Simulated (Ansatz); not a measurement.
The starting structures come from a database of crystals and need not be the phases stable at ambient conditions.

 Where the default PAW files enter, the runs use the earlier of Ansatz's two default sets.

Tunnelling through a barrier is set by its complex band structure: the current falls as exp(−2κd) with the smallest κ.

Input:

```xyz
9
Lattice="7.4111 0.0000 0.0000 -3.7055 6.4182 0.0000 3.7055 2.1394 6.0511" Properties=species:S:1:pos:R:3 pbc="T T T"
Rb     3.7055     2.1394     1.5128
Rb     3.7055     6.4182     4.5383
Pd     0.0000     0.0000     0.0000
Br     1.9461     5.4024     1.4365
Br     5.4649     3.1552     4.6146
Br    -1.9461     5.4024     1.4365
Br     9.3572     3.1552     4.6146
Br     0.0000     2.0316     1.4365
Br     0.0000     6.5260     4.6146
```

Space group of this cell: Fm-3m. The cell is taken as given.

Transport runs along the normal of the first two printed cell vectors, the (111) plane of the conventional cell.

The gap is the functional's own, uncorrected, and κ follows it; spin-orbit coupling is left out. Mid-gap values are interpolated between the computed energies.

Question: Predict the band gap and the smallest decay constant κ at mid-gap from r2SCAN in Ansatz (a program for electronic structure).

Answer: Gap 0.71 eV on a 6×6×6 mesh; κ = 0.186 1/Å, at (0.500, 0.000) of the in-plane reciprocal vectors. At the zone centre, at the nearest computed energy, the slowest state has κ = 0.26 1/Å.
